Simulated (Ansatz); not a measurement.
Output of an Ansatz run (abridged):

```
WARN ansatz: RAYON_NUM_THREADS=1 ignored (pool sized by the plan → 1); use --threads N
Pseudopotentials: kind: paw
Pseudopotential: Sr, paw, valence charge 10
Pseudopotential: Cu, paw, valence charge 19
Pseudopotential: Te, paw, valence charge 16
Pseudopotential: F, paw, valence charge 7
Crystal: 8 atoms, lattice volume = 167.124 Å³
Basis set: ecut = 420 eV, 3223 PW (Γ)
Bands: 63, of which v1, the nominal top of the filled ones, is band 52 counted from 1 (51 counted from 0)
Symmetry: 16 space group operations
Space group: P4/nmm (ITA 129), of the structure as read, at distance tolerance 5.5e-5 Å
k-points: 20 of 108
PAW frozen core: Sr, regenerated for the run's functional, and the local potential with it
PAW frozen core: Cu, regenerated for the run's functional, and the local potential with it
PAW frozen core: Te, regenerated for the run's functional, and the local potential with it
PAW frozen core: F, regenerated for the run's functional, and the local potential with it
Initial density: superposition of atomic densities (neutral atoms: chi_scale 0, normalization atom), corrected by the library's trained network
Initial wavefunctions: pseudopotential atomic-orbital guess
Eigensolver: davidson
Functional: x = slater, c = lda
SCF iter   1: F=—  HF=-35251.849355 eV  |F-HF|=—  |Δ(HF+E_count)|=         —  Δρ=1.30e-2  dr2=1.81e-1  ethr=1.77e-3  ⟨swp⟩=9.7  Hψ=5988  notcnv=0  defer=1
all-band conjugate gradients solve this SCF's bands
preconditioner: auto → Resta (q_TF=auto, 2.521 Å⁻¹)
SCF iter   2: F=—  HF=-35251.816156 eV  |F-HF|=—  |Δ(HF+E_count)|=   3.32e-2  Δρ=6.14e-3  dr2=4.37e-2  ethr=1.74e-4  ⟨swp⟩=2.4  Hψ=2250  notcnv=0  defer=114
SCF iter   3: F=—  HF=-35251.808011 eV  |F-HF|=—  |Δ(HF+E_count)|=   8.14e-3  Δρ=4.31e-3  dr2=1.61e-2  ethr=4.20e-5  ⟨swp⟩=2.6  Hψ=2315  notcnv=0  defer=114
SCF iter   4: F=—  HF=-35251.805327 eV  |F-HF|=—  |Δ(HF+E_count)|=   2.68e-3  Δρ=1.78e-3  dr2=3.19e-3  ethr=1.55e-5  ⟨swp⟩=2.0  Hψ=1635  notcnv=0  defer=114
SCF iter   5: F=—  HF=-35251.804826 eV  |F-HF|=—  |Δ(HF+E_count)|=   5.01e-4  Δρ=4.72e-4  dr2=2.55e-4  ethr=3.07e-6  ⟨swp⟩=1.9  Hψ=1391  notcnv=0  defer=114
SCF iter   6: F=—  HF=-35251.804810 eV  |F-HF|=—  |Δ(HF+E_count)|=   1.59e-5  Δρ=9.04e-5  dr2=1.44e-5  ethr=2.45e-7  ⟨swp⟩=2.0  Hψ=1472  notcnv=0  defer=114
SCF iter   7: F=—  HF=-35251.804818 eV  |F-HF|=—  |Δ(HF+E_count)|=   7.48e-6  Δρ=1.81e-5  dr2=5.56e-7  ethr=1.39e-8  ⟨swp⟩=2.0  Hψ=1600  notcnv=0  defer=114
SCF iter   8: F=—  HF=-35251.804818 eV  |F-HF|=—  |Δ(HF+E_count)|=   3.43e-8  Δρ=1.07e-5  dr2=1.68e-7  ethr=9.62e-11  ⟨swp⟩=12.8  Hψ=6761  notcnv=0
SCF iter   9: F=-35251.804818 eV  HF=-35251.804818 eV  |F-HF|=4.11e-9  |Δ(HF+E_count)|=   1.97e-8  Δρ=1.54e-6  dr2=5.15e-9  ethr=9.62e-11  ⟨swp⟩=4.0  Hψ=4017  notcnv=0
SCF 1 converged in 9 iterations: F = -35251.804818 eV  dr2 = 5.15e-9
SCF converged after 9 iterations
Free energy (F): -35251.804818 eV
Harris-Foulkes:  -35251.804818 eV  (|F-HF|=4.11e-9)
Internal energy: -35251.804818 eV  (E = F + TS)
E sigma→0 (E₀):  -35251.804818 eV
Fermi energy:    10.618894 eV
--- Per-component energies (eV) ---
  E_band       = -1621.791719
  E_kinetic    = 1867.672771
  E_local      = -18129.790813  (includes V_loc(G=0)·N_el)
  E_nonlocal   = 762.492300
  E_hartree    = 8384.192003
  E_xc         = -924.307286
  E_vxc        = -965.573586  (∫ρ·V_xc dr)
  E_paw        = -17794.744372  (= ΣΔE_a)
  E_vpaw       = -1924.975631  (= ΣTr[D̂ρ^β])
  E_aug_tail   = 0.004053  (compensation charges beyond the density's cutoff)
  E_ewald      = -9420.394891
  E_core_change = 3.071417  (= ΣΔE_core)
  E_smearing   = -0.000000  (= −TS)
  E_closure    = 0.000000  (closes the sum)
  Σ components = -35251.804818   (vs F -35251.804818, Δ=0.00e0)
--- Forces (eV/Å), atoms counted from 1 ---
  atom   1  Sr     0.00000000     0.00000000     0.29223212
  atom   2  Sr     0.00000000     0.00000000    -0.29223212
  atom   3  Cu     0.00000000     0.00000000     0.00000000
  atom   4  Cu     0.00000000     0.00000000     0.00000000
  atom   5  Te     0.00000000     0.00000000     0.30883386
  atom   6  Te     0.00000000     0.00000000    -0.30883386
  atom   7  F      0.00000000     0.00000000     0.00000000
  atom   8  F      0.00000000     0.00000000     0.00000000
  max |Σ_I F_I| component: 0.00e0 eV/Å
--- Stress (GPa, compression-positive) ---
       -5.531935       0.000000       0.000000
        0.000000      -5.531935       0.000000
        0.000000       0.000000      -4.957712
  P = ⅓ Tr σ = -5.3405 GPa (-53.405 kbar)
  The stress holds the Pulay correction. Without it, at fixed plane waves, as pw.x and ABINIT print it: P = -5.5788 GPa
--- Band table (eV; the first three rows and the last of 20) ---
  k-point 0: bands = ["-101.3056", "-101.3049", "-59.1529", "-59.1517", "-59.1479", "-59.1479", "-59.1409", "-59.1409", "-26.6287", "-26.6287", "-26.6280", "-26.6280", "-26.6222", "-26.6217", "-26.6190", "-26.6189", "-26.6185", "-26.6181", [...]
  k-point 1: bands = ["-101.3056", "-101.3049", "-59.1529", "-59.1517", "-59.1479", "-59.1479", "-59.1409", "-59.1409", "-26.6288", "-26.6288", "-26.6280", "-26.6280", "-26.6222", "-26.6217", "-26.6190", "-26.6189", "-26.6186", "-26.6182", [...]
  k-point 2: bands = ["-101.3055", "-101.3049", "-59.1528", "-59.1518", "-59.1474", "-59.1474", "-59.1414", "-59.1414", "-26.6289", "-26.6287", "-26.6283", "-26.6281", "-26.6218", "-26.6214", "-26.6188", "-26.6187", "-26.6186", "-26.6183", [...]
  k-point 19: bands = ["-101.3052", "-101.3052", "-59.1523", "-59.1523", "-59.1485", "-59.1485", "-59.1403", "-59.1403", "-26.6296", "-26.6296", "-26.6282", "-26.6282", "-26.6198", "-26.6198", "-26.6191", "-26.6191", "-26.6178", "-26.6178", [...]
```

The structure:

```
CELL_PARAMETERS angstrom
      4.26354     0.00000     0.00000
      0.00000     4.26354     0.00000
      0.00000     0.00000     9.19388
ATOMIC_POSITIONS crystal
  Sr 0.00000 0.50000 0.85253
  Sr 0.50000 0.00000 0.14747
  Cu 0.50000 0.50000 0.50000
  Cu 0.00000 0.00000 0.50000
  Te 0.00000 0.50000 0.32626
  Te 0.50000 0.00000 0.67374
  F  0.50000 0.50000 0.00000
  F  0.00000 0.00000 0.00000
```

Task: Write an input that gives this output.

Result: Other spellings and defaults could give the same log, and not every line can be read from it. The input that was run (DFT, LDA (PW92), plane waves, default PAW files made with PBE):

Ansatz 0.2 input:
```yaml
crystal:
  lattice:
    - [4.26354100, 0.00000000, 0.00000000]
    - [0.00000000, 4.26354100, 0.00000000]
    - [0.00000000, 0.00000000, 9.19388500]
  atoms:
    - { symbol: Sr, position: [0.00000000, 0.50000000, 0.85253000] }
    - { symbol: Sr, position: [0.50000000, 0.00000000, 0.14747000] }
    - { symbol: Cu, position: [0.50000000, 0.50000000, 0.50000000] }
    - { symbol: Cu, position: [0.00000000, 0.00000000, 0.50000000] }
    - { symbol: Te, position: [0.00000000, 0.50000000, 0.32626000] }
    - { symbol: Te, position: [0.50000000, 0.00000000, 0.67374000] }
    - { symbol: F, position: [0.50000000, 0.50000000, 0.00000000] }
    - { symbol: F, position: [0.00000000, 0.00000000, 0.00000000] }
basis:
  ecutwfc: 420.0
kpoints:
  mp_grid: { grid: [6, 6, 3] }
hamiltonian:
  xc: lda
  pseudopotentials: { kind: paw }
scf:
  occupations: { method: fermi_dirac, width: 0.02 }
output:
  forces: true
  eigenvalues: true
  stress: true
```

The starting cell comes from a database of computed structures (which also holds hypothetical and non-ambient phases and stackings), without a prior relaxation at this level. Its lattice was rescaled by up to half a per cent. Spin-orbit coupling is off. With a pressure of about -5 GPa the cell is away from its equilibrium volume at this level. Ansatz's pressure includes its estimate of the finite-basis (Pulay) stress.

Ansatz is a first-principles code.
